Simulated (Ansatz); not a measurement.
W: isotropic strain +4.51 %

The parent structure is W in the bcc (W type) structure (space group Im-3m, No. 229; a = 3.1688 Å; relaxed with 0.1 eV smearing).

The change: the cell is scaled by 1.0451 in all directions; the atoms relax in the strained cell.

All numbers come from plane-wave PAW DFT at the r2SCAN level (Ansatz, a quantum-chemistry and plane-wave program, 500 eV), no SOC. Settings: 29×29×29 k-points, 0.1 eV Fermi–Dirac smearing.

```tsv
quantity	base	changed	shift
volume per atom	15.91 Å³	18.16 Å³	+2.25 Å³
space group	Im-3m (No. 229)	Im-3m (No. 229)	–
shortest interatomic distance	2.744 Å	2.868 Å	+0.124 Å
energy relative to the base (free energy F)	0 meV/atom	+0.253 eV/atom	+0.253 eV/atom
pressure	0.0 GPa	-32.1 GPa	-32.1 GPa
band gap	zero	zero	–
```

Final structure:

```
W
1.0
   -1.65587     1.65587     1.65587
    1.65587    -1.65587     1.65587
    1.65587     1.65587    -1.65587
W
1
Direct
  0.00000   0.00000   0.00000
```

No phonon test of stability was made. The final runs are not spin-polarised.
